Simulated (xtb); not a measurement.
xtb 6.7.1, GFN1-xTB: Zr(Me)2(SH)2 ([CH3][Zr]([CH3])([SH])[SH]), 13 atoms. The geometry is a generated start, not checked to be a minimum at this level.

```
Property                  Result
-----------------  -------------
run flags                 --grad
method                  GFN1-xTB
--acc                1 (default)
--etemp (K)        300 (default)
basis functions               54
valence electrons             32
```

```xyz
13

Zr    -0.1800     0.3417    -0.2572
C      1.0159    -1.1226    -1.4101
H      1.1660    -2.0736    -0.8692
H      2.0153    -0.7317    -1.6717
H      0.4959    -1.3591    -2.3582
C      0.4105     0.4505     1.8734
H      0.0221    -0.4087     2.4489
H     -0.0267     1.3686     2.3103
H      1.5014     0.4938     2.0315
S     -0.2608     2.6625    -1.1569
H     -1.5352     2.7354    -0.7188
S     -2.5053    -0.5483    -0.2278
H     -2.1191    -1.8085     0.0057
```

Charge 0 and multiplicity 1 are set for this test and not shown to be the ground state.

One run each on 1 thread. Values of broydamp tried: 0.02, 0.05, 0.1, 0.2, 0.4 (default), 0.6, 0.8, 1.

Question: How does the count of SCC iterations change with broydamp, and where is it least?

Answer: Fewest SCC iterations, within one of each other: 0.2 with 13, 0.4 (default) with 12, 0.6 with 13. The count rises to 24 at 0.02. All converge to one solution.

| broydamp | SCC iterations | end |
|---|---|---|
| 0.02 | 24 | same solution |
| 0.05 | 16 | same solution |
| 0.1 | 14 | same solution |
| 0.2 | 13 | same solution |
| 0.4 (default) | 12 | same solution |
| 0.6 | 13 | same solution |
| 0.8 | 15 | same solution |
| 1 | 15 | same solution |
